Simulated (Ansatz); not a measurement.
Consider the following.

Host crystal: tetragonal HfO2, with a band gap (PBE, scalar-relativistic without spin-orbit coupling).

End structure of a O vacancy (middle of the slab) in a 2x1 cell of the 1x1 (101) surface of tetragonal HfO2 (a metastable polymorph) (cut with top plane O):

```
CELL_PARAMETERS angstrom
      7.20873     0.00000     0.00000
      0.00000     6.37980     0.00000
      0.00000     0.00000    27.00000
ATOMIC_POSITIONS crystal
  O  0.25000 0.49823 0.35994
  O  0.75000 0.49823 0.35994
  O  0.00000 0.06249 0.36635
  O  0.50000 0.06249 0.36635
  Hf 0.00000 0.68421 0.39348
  Hf 0.50000 0.67260 0.39560
  Hf 0.25000 0.20103 0.38953
  Hf 0.75000 0.20103 0.38953
  O  0.24765 0.82155 0.41535
  O  0.75235 0.82155 0.41535
  O  0.00000 0.40116 0.42679
  O  0.50000 0.38473 0.42562
  O  0.24631 0.16331 0.46691
  O  0.75369 0.16331 0.46691
  O  0.50000 0.72587 0.47552
  Hf 0.00000 0.34252 0.50151
  Hf 0.50000 0.35249 0.50245
  Hf 0.24268 0.86153 0.49532
  Hf 0.75732 0.86153 0.49532
  O  0.24379 0.50260 0.52041
  O  0.75621 0.50260 0.52041
  O  0.00000 0.03946 0.53080
  O  0.50000 0.06006 0.53208
  O  0.25347 0.83033 0.57315
  O  0.74653 0.83033 0.57315
  O  0.00000 0.38531 0.58388
  O  0.50000 0.40437 0.58240
  Hf 0.00000 0.02021 0.60908
  Hf 0.50000 0.01434 0.60898
  Hf 0.24840 0.54377 0.60329
  Hf 0.75160 0.54377 0.60329
  O  0.25084 0.15929 0.63185
  O  0.74916 0.15929 0.63185
  O  0.00000 0.71855 0.63793
  O  0.50000 0.71971 0.63977
```

Set-up: 35 atoms, 7.6 Å thick at the start (thin: gaps and levels are the slab's own); mesh 3x3x1; 0.01 eV smearing; dipole correction on; single point; on the structure that PBE left under its start's symmetry; spin-polarised from one start with parallel moments (other orders not tried), no spin-orbit, no U. The starting moment vanished. The program's check for a lower electronic state was not made.

### Question
Estimate the formation energy against ½ O2(g) at the same level that r2SCAN, at the PBE geometry and the start's symmetry in Ansatz (a first-principles code) returns for this input.

### Answer
6.32 eV

### Question
What is the computed change of the step from the bottom to the top vacuum level, against the clean slab (r2SCAN, at the PBE geometry and the start's symmetry)?

### Answer
-0.068 eV
